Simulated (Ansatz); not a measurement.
## Hypothetical diamond Hf, pressure series

Consider Hf in the diamond structure (space group Fd-3m, No. 227; a = 6.376 Å; a hypothetical phase, not in the database extracts checked).

Cell and atoms are relaxed at each pressure.

Level of theory: PBEsol (Ansatz, a quantum-chemistry and plane-wave program; PAW; 420 eV plane waves; no SOC).

Notes on the quantities. enthalpy: H = E + PV relative to the base's energy.

| case | volume per atom | enthalpy |
|---|---|---|
| base | 32.40 Å³ | – |
| pressure −2 GPa | 34.81 Å³ | -0.42 eV/atom |
| pressure −1 GPa | 33.55 Å³ | -0.21 eV/atom |
| pressure 0.3 GPa | 32.06 Å³ | +0.06 eV/atom |
| pressure 0.7 GPa | 31.62 Å³ | +0.14 eV/atom |
| pressure 1.5 GPa | 30.80 Å³ | +0.30 eV/atom |
| pressure 3 GPa | 29.44 Å³ | +0.58 eV/atom |
| pressure 5 GPa | 28.04 Å³ | +0.93 eV/atom |
| pressure 7.5 GPa | 26.67 Å³ | +1.36 eV/atom |
| pressure 10 GPa | 25.55 Å³ | +1.77 eV/atom |

Load acts through the strain it causes; cell and atoms are relaxed under it. Whether these cells are dynamically stable was not tested. Competing high-pressure phases were not computed. The final runs are not spin-polarised. Hf has a high density of states at the Fermi level and may be magnetic at this level.
